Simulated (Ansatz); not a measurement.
**TiC, response to strain**

The parent structure is TiC in the rock salt structure (space group Fm-3m, No. 225; relaxed with 0.1 eV smearing).

```
CELL_PARAMETERS angstrom
      0.00000     2.14668     2.14668
      2.14668     0.00000     2.14668
      2.14668     2.14668     0.00000
ATOMIC_POSITIONS crystal
  Ti 0.00000 0.00000 0.00000
  C  0.50000 0.50000 0.50000
```

Strains are applied to the cell and any free atomic positions relax.

Level of theory: PBEsol (Ansatz, a program for electronic structure; PAW; 420 eV plane waves; spin-orbit coupling left out).

Candidates:
(a) isotropic strain −1.50 %
(b) isotropic strain +1.50 %
(c) isotropic strain +2.50 %

Notes on the quantities. energy relative to the base: free energy F.

Question: Order them by energy relative to the base, lowest first.

Answer: (b) isotropic strain +1.50 % (+16 meV/atom), (a) isotropic strain −1.50 % (+17 meV/atom), (c) isotropic strain +2.50 % (+43 meV/atom)

No phonon test of stability was made. All final runs are without spin polarisation.
